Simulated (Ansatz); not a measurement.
# A constructed model of the (111) surface of fcc Pt, a pseudomorphic layer of Rh in the other hollow (bottom of the slab: a bare face, its two planes held)

These are PBE (plane waves to 420 eV, PAW; Ansatz, a quantum-chemistry and plane-wave program) values and carry that method's errors.

Model: 7-atom slab, 13.9 Å thick at the start, 15x15x1 mesh, Fermi-Dirac 0.1 eV, dipole correction, 2 atoms held, the rest relaxed; held to the start's symmetry, so lower structures may exist; no spin, no spin-orbit, no U. In PBE it lies 0.09 eV a 1x1 cell over the lowest computed structure of the same composition (a pseudomorphic layer of Rh in the host's stacking).

| Property | Result |
|---|---|
| work function of the top face | 5.24 eV |
| energy released by relaxation | 0.11 eV |
| cost | very roughly 3.0 core-minutes |
